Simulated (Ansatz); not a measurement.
```xyz
4
Lattice="4.4052 0.0000 0.0000 2.2026 3.8150 0.0000 0.0000 0.0000 6.8690" Properties=species:S:1:pos:R:3 pbc="T T T"
Cd     2.2026     1.2717    -0.0331
Cd     4.4052     2.5433     3.4014
Se     2.2026     1.2717     2.6158
Se     4.4052     2.5433     6.0503
```

No spin polarisation.

Method: plane-wave PAW DFT at the PBEsol level (Ansatz, a quantum-chemistry and plane-wave program, 420 eV), no spin-orbit coupling. Settings: 9×9×5 k-points, 0.05 eV Fermi–Dirac smearing.

Question: Predict the gap character and hole mass.

Answer: 
- Gap character: direct at Γ
- Hole mass: 0.045 mₑ out of plane, 2.0 mₑ in plane (at Γ)

The cells carry an imposed strain or load. Effective masses come from finite differences of ±0.01 Å⁻¹. No phonon test of stability was made. The cell was made from CdSe in the wurtzite structure (space group P6_3mc, No. 186) by this change: biaxial strain +2.40 %, plane normal [001], relaxed out of plane.
